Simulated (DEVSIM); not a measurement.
Device: Si n-i-p diode, at 350 K.

Layer 1 from the left is Si, thickness (μm) 0.400, Nd (cm⁻³) 1.2e19, τn (s) 4.7e-7, τp (s) 4.7e-7. Layer 2 from the left is Si, thickness (μm) 20.0, Na (cm⁻³) 2.1e11, τn (s) 4.7e-7, τp (s) 4.7e-7. Layer 3 from the left is Si, thickness (μm) 2.50, Na (cm⁻³) 5.4e16, τn (s) 4.7e-7, τp (s) 4.7e-7.

Left contact: ohmic. Right contact: ohmic. Voltage is applied to the left contact. Recombination: SRH at mid-gap, radiative, Auger. Gap narrowing is on: ΔEg = 6.92 meV × (l + √(l² + 0.5)), l = ln(N/1.3e17 cm⁻³), shared equally by both band edges. Mobility is μmin + (μ − μmin)/(1 + (N/Nref)^α).

Constants are typed, rounded textbook-type inputs, not results; the design itself was drawn at random and stands for no fabricated device. Values at 300 K; Nc and Nv go as T^1.5, mobilities as T to minus their exponent, the gap by Varshni's rule with the affinity fixed.

Si: gap (eV) 1.124, affinity (eV) 4.05, permittivity 11.7, Nc (cm⁻³) 2.86e19, Nv (cm⁻³) 3.1e19, μn (cm²/Vs) 1417, μp (cm²/Vs) 470, μn,min 52, μp,min 45, Nref,n 9.7e16, Nref,p 2.2e17, αn 0.68, αp 0.72, T exponent of μn 2.3, T exponent of μp 2.2, B (cm³/s) 4.7e-15, Cn (cm⁶/s) 2.8e-31, Cp (cm⁶/s) 9.9e-32, Varshni α (eV/K) 0.000473, Varshni β (K) 636.

Model (solved in DEVSIM): 1D drift-diffusion, Boltzmann statistics, complete ionisation; no tunnelling, impact ionisation, image-force lowering or self-heating.

Question: What does the simulation give for the potential step across the device at zero bias, the dark forward voltage at 1 A/cm², the dark forward voltage at 100 A/cm²?

Answer: potential step across the device at zero bias 0.847 V; dark forward voltage at 1 A/cm² 0.505 V; dark forward voltage at 100 A/cm² 0.702 V.
